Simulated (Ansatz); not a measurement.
**A computed series for Rb3Sb: pressure series**

The reference is Rb$_{3}$Sb (space group P6_3/mmc, No. 194; a = 6.284 Å, c = 11.121 Å; a cell from a computed database, its experimental status unchecked).

Cell and atoms are relaxed at each pressure.

Level of theory: PBEsol/PAW in Ansatz (a program for electronic structure), no spin-orbit coupling.

```tsv
change	lattice parameter a	c/a ratio
base	6.284 Å	1.770
pressure −1 GPa	[?]	[?]
pressure 50 GPa	4.765 Å	1.794
pressure 75 GPa	[?]	1.811
pressure 100 GPa	[?]	1.820
```

Task: Some entries are withheld; estimate them.

Result: 
- pressure −1 GPa, lattice parameter a: 6.528 Å
- pressure −1 GPa, c/a ratio: 1.774
- pressure 75 GPa, lattice parameter a: 4.552 Å
- pressure 100 GPa, lattice parameter a: 4.406 Å

Load acts through the strain it causes; cell and atoms are relaxed under it. Whether these cells are dynamically stable was not tested. Competing high-pressure phases were not computed. The final runs are not spin-polarised.
